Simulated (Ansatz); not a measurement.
Effect of isotropic strain −1.00 % on Ti

The parent structure is Ti in the hcp (Mg type) structure (space group P6_3/mmc, No. 194; a = 2.902 Å, c = 4.593 Å; relaxed with 0.1 eV smearing).

Now apply this change: an isotropic linear strain of −1.00 %, atoms relaxed at fixed cell.

Computed with PBEsol, PAW, 420 eV (Ansatz, an electronic-structure program; scalar-relativistic without spin-orbit coupling). Settings: 23×23×13 k-points, 0.1 eV Fermi–Dirac smearing.

- Space group: P6_3/mmc (No. 194) (base P6_3/mmc (No. 194))
- Shortest interatomic distance: 281.4 pm (base 284.3 pm)
- Energy relative to the base (free energy F): +5.7 meV/atom
- Band gap: zero (base zero)

Final structure:

```yaml
crystal:
  lattice:
    - [2.87262, 0.00000, 0.00000]
    - [-1.43631, 2.48776, 0.00000]
    - [0.00000, 0.00000, 4.54703]
  atoms:
    - { symbol: Ti, position: [0.66667, 0.33333, 0.75000] }
    - { symbol: Ti, position: [0.33333, 0.66667, 0.25000] }
```

Cost of the whole job for the changed cell (relaxation, final SCF and bands): very roughly 22 core-seconds.

Stability against distortions was not tested. All final runs are without spin polarisation.
